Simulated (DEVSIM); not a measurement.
Structure: Ti/Al2O3/p-Ge capacitor, at 300 K.

Layer 1 from the left is Al2O3, thickness (nm) 3.20. Layer 2 from the left is Ge, thickness (nm) 3900, Na (cm⁻³) 2.3e16.

Metal gate on the left, work function 4.33 eV. Fixed charge at the semiconductor interface -6.6e11 cm⁻² (in units of +e); no interface traps.

This is a model device: material constants are rounded textbook-type values typed into the input, and sizes, dopings and lifetimes were drawn at random. Values at 300 K.

Al2O3: gap (eV) 6.8, affinity (eV) 1.35, permittivity 9. Ge: gap (eV) 0.664, affinity (eV) 4, permittivity 16, Nc (cm⁻³) 1.04e19, Nv (cm⁻³) 6e18.

Model (solved in DEVSIM): 1D Poisson equation in equilibrium, Boltzmann statistics, complete ionisation; no quantum confinement or tunnelling. Metal contacts follow the ideal Schottky-Mott rule: no Fermi-level pinning, no interface dipoles.

Question: What does the simulation give for the flat-band voltage, the threshold voltage (band bending 2φF), the minimum of the low-frequency capacitance?

Answer: flat-band voltage -0.15 V; threshold voltage (band bending 2φF) 0.24 V; minimum of the low-frequency capacitance 0.101 μF/cm².
